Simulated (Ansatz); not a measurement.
Abridged Ansatz (a first-principles code) output:

```
Pseudopotential: Ce, paw, valence charge 12
Pseudopotential: O, paw, valence charge 6
Crystal: 3 atoms, lattice volume = 40.789 Å³
Basis set: ecut = 420 eV, 821 PW (Γ), exchange–correlation on 54×54×54 points (8 copies of the dense FFT grid, shifted against one another)
Bands: 22, of which v1, the nominal top of the filled ones, is band 12 counted from 1 (11 counted from 0)
Symmetry: 48 space group operations
k-points: 47 of 1000
Functional: x = pbe(κ = 0.804, μ = 0.2195149727645171), c = pbe(β = 0.06672455060314922)
SCF iter   1: F=—  HF=-7715.822625 eV  |F-HF|=—  |Δ(HF+E_count)|=         —  Δρ=4.54e-3  dr2=5.60e-3  ethr=1.77e-3  ⟨swp⟩=5.9  Hψ=5090  notcnv=0
SCF iter   2: F=—  HF=-7715.829746 eV  |F-HF|=—  |Δ(HF+E_count)|=   7.12e-3  Δρ=1.03e-2  dr2=4.79e-2  ethr=2.34e-5  ⟨swp⟩=2.3  Hψ=2306  notcnv=0  defer=84
SCF 1 converged in 10 iterations: F = -7715.826134 eV  dr2 = 1.33e-11
SCF converged after 10 iterations
Free energy (F): -7715.826134 eV
Internal energy: -7715.826134 eV  (E = F + TS)
E sigma→0 (E₀):  -7715.826134 eV
Fermi energy:    11.635765 eV
--- Forces (eV/Å), atoms counted from 1 ---
  atom   1  Ce    -0.00000000     0.00000000     0.00000000
  atom   2  O     -0.00000000     0.00000000     0.00000000
  atom   3  O      0.00000000     0.00000000     0.00000000
--- Stress (GPa, compression-positive) ---
       -0.002107      -0.000000       0.000000
        0.000000      -0.002107      -0.000000
        0.000000      -0.000000      -0.002107
  P = ⅓ Tr σ = -0.0021 GPa (-0.021 kbar)
```

What was computed, and what are the main results?

CeO2, 3 atoms in the cell, with Ansatz PBE, scalar-relativistic without spin-orbit coupling. The last SCF converged to F = -7715.826134 eV, or -2571.9420 eV per atom, at a pressure of 0.00 GPa. The total energy compares only with runs of the same code, potentials and settings.

No phonon test of stability was made. Seeded moments were not kept for the base. All final runs are without spin polarisation. The cell is CeO₂ in the fluorite structure (space group Fm-3m, No. 225).
